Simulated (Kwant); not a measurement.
Model: one-band effective-mass tight-binding model in one dimension, coherent, no space charge, current by the Tsu-Esaki formula (Kwant).

Device: GaN/Al0.2Ga0.8N stack with 3 barriers. One parabolic valley. Leads of mass 0.2 mₑ with the band edge at 0; grid 0.1 nm; bias swept from 0.014 to 0.4369 V, dropping linearly over the stack. Emitter Fermi level 0.029 eV, 300 K, equal in the collector.

```json
[
 {"layer": "1", "thickness (nm)": "0.8", "band offset (eV)": "0.35", "mass (mₑ)": "0.22"},
 {"layer": "2", "thickness (nm)": "3.5", "band offset (eV)": "0", "mass (mₑ)": "0.2"},
 {"layer": "3", "thickness (nm)": "0.8", "band offset (eV)": "0.35", "mass (mₑ)": "0.22"},
 {"layer": "4", "thickness (nm)": "3.5", "band offset (eV)": "0", "mass (mₑ)": "0.2"},
 {"layer": "5", "thickness (nm)": "0.8", "band offset (eV)": "0.35", "mass (mₑ)": "0.22"}
]
```

Constants are typed, rounded textbook-type inputs, not results; the design itself was drawn at random and stands for no fabricated device.

Sweep values stay those of the base run.

One input was changed, with this effect: peak-to-valley ratio 1.0 → 1.2; J at bias = 0.3312 V 404000 → 818000 A/cm²; J at bias = 0.4369 V 299000 → 601000 A/cm²; J at bias = 0.1197 V 466000 → 631000 A/cm².

**Question.** Which change was it?
A. temperature 300 → 150 K
B. Fermi level in the emitter 0.029 → 0.022 eV
C. height of the first barrier 0.35 → 0.21 eV

**Answer.** C, height of the first barrier 0.35 → 0.21 eV
